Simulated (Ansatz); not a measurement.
Phonon-limited resistivity of NiSi$_{2}$ (Fm-3m) against temperature in μΩ·cm, PBEsol, DFPT electron-phonon coupling, linearised Boltzmann equation in Ansatz (a first-principles code), harmonic crystal at a fixed cell.

```json
[
 {"T": "50 K", "ρ": "0.41"},
 {"T": "77 K", "ρ": "(withheld)"},
 {"T": "100 K", "ρ": "2.2"},
 {"T": "150 K", "ρ": "4.4"},
 {"T": "200 K", "ρ": "6.7"},
 {"T": "250 K", "ρ": "9.0"},
 {"T": "273 K", "ρ": "10.0"},
 {"T": "300 K", "ρ": "11.2"},
 {"T": "350 K", "ρ": "13.4"},
 {"T": "400 K", "ρ": "15.5"},
 {"T": "500 K", "ρ": "(withheld)"},
 {"T": "600 K", "ρ": "(withheld)"},
 {"T": "800 K", "ρ": "32"}
]
```

Task: Fill in the missing entries.

Result: 
- 77 K, ρ: 1.25
- 500 K, ρ: 19.7
- 600 K, ρ: 24

A metal at this level (no band gap). Only scattering by harmonic phonons is included (no impurities, grain boundaries, electron-electron scattering or thermal expansion). Spin-orbit coupling is left out. The run warned that the eigensolver left some states short of its tolerance. Halving the electron mesh (28x28x28) moves the resistivity by up to 5 %. Smearing 0.20 eV; phonons on a 5x5x5 q mesh, which this run doesn't test and which matters most at low temperature.

Treated as nonmagnetic (a ferromagnetic start lost its moment, other orders weren't tried): NiSi2 (Fm-3m).
